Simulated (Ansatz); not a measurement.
CsCl-type TiCo, treated with PBE-D4 in Ansatz (plane waves, PAW).

Output (set-up and result lines):

```
Crystal: 2 atoms, lattice volume = 26.226 Å³
Basis set: ecut = 520 eV, 739 PW (Γ), exchange–correlation on 48×48×48 points (8 copies of the dense FFT grid, shifted against one another)
Bands: 19, of which v1, the nominal top of the filled ones, is band 15 counted from 1 (14 counted from 0)
Symmetry: 48 space group operations
Space group: Pm-3m (ITA 221), of the structure as read, at distance tolerance 3.0e-5 Å
k-points: 220 of 5832
Functional: x = pbe(κ = 0.804, μ = 0.2195149727645171), c = pbe(β = 0.06672455060314922)
SCF iter   1: F=—  HF=-7627.213458 eV  |F-HF|=—  |Δ(HF+E_count)|=         —  Δρ=4.19e-3  dr2=2.65e-3
SCF iter   2: F=—  HF=-7627.213721 eV  |F-HF|=—  |Δ(HF+E_count)|=   2.63e-4  Δρ=4.06e-3  dr2=3.96e-3
  ...
SCF iter   7: F=—  HF=-7627.213581 eV  |F-HF|=—  |Δ(HF+E_count)|=   1.81e-9  Δρ=1.35e-6  dr2=2.84e-10
SCF iter   8: F=-7627.213581 eV  HF=-7627.213581 eV  |F-HF|=1.18e-11  |Δ(HF+E_count)|=  5.73e-11  Δρ=2.72e-7  dr2=1.06e-11
SCF 1 converged in 8 iterations: F = -7627.213581 eV  dr2 = 1.06e-11
SCF converged after 8 iterations
Free energy (F): -7627.213581 eV
Internal energy: -7627.189828 eV  (E = F + TS)
E sigma→0 (E₀):  -7627.201704 eV
Fermi energy:    16.926182 eV
--- Forces (eV/Å), atoms counted from 1 ---
  atom   1  Ti    -0.00000000     0.00000000     0.00000000
  atom   2  Co     0.00000000     0.00000000     0.00000000
--- Stress (GPa, compression-positive) ---
       -3.558535       0.000000       0.000000
        0.000000      -3.558535       0.000000
        0.000000       0.000000      -3.558535
  P = ⅓ Tr σ = -3.5585 GPa (-35.585 kbar)
```

Problem. Write an input file that could have produced this run (the log leaves some choices open).

Solution. Several could match; the one computed here: 
Ansatz 0.2 input:
```yaml
crystal:
  lattice:
    - [2.9710448256, 0.0, 0.0]
    - [0.0, 2.9710448256, 0.0]
    - [0.0, 0.0, 2.9710448256]
  atoms:
    - { symbol: Ti, position: [0.0, 0.0, 0.0] }
    - { symbol: Co, position: [0.5, 0.5, 0.5] }
basis:
  ecutwfc: 520
  ecutrho_ratio: 4
  xc_grid: 2
kpoints:
  mp_grid: { grid: [18, 18, 18] }
hamiltonian:
  xc: pbe
  dispersion: d4
  pseudopotentials: { kind: paw }
scf:
  occupations: { method: fermi_dirac, width: 0.05 }
  convergence: { dr2_threshold: 0.0000000002 }
output:
  forces: true
  stress: true
  eigenvalues: true
```

The cell is one volume of an energy–volume scan, off the minimum.

Ansatz is a first-principles code.
